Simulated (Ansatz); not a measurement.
System: SnO2 (I4₁/amd, No. 141, 6 atoms in the cell; start mp-755071; a measured phase of this formula has another space group). Method: r²SCAN (PAW; Ansatz, a first-principles code).

Settings: plane-wave cutoff 560 eV, 12×12×12 k mesh, Fermi–Dirac smearing 0.01 eV, scalar-relativistic PAW data made under PBE.

Cell (relaxed with PBEsol):

```
SnO2
1.0
   -2.00578     2.00578     5.12391
    2.00578    -2.00578     5.12391
    2.00578     2.00578    -5.12391
Sn O
2 4
Direct
  0.75000   0.25000   0.50000
  0.00000   0.00000   0.00000
  0.79708   0.79708   0.00000
  0.54708   0.04708   0.50000
  0.95292   0.45292   0.50000
  0.20292   0.20292   0.00000
```

### Question
What does this level give for the band gap and smallest direct gap on the k points sampled?

### Answer

band gap: 2.24 eV
smallest direct gap on the k points sampled: 2.63 eV

Note: cell and atoms aren't relaxed at this level (largest force component 0.03 eV/Å, pressure -1.6 GPa).

Spin–orbit coupling is not included.

Computing time: very roughly 40 core-seconds.

A start named mp-… is a Materials Project structure, which need not be a measured phase.
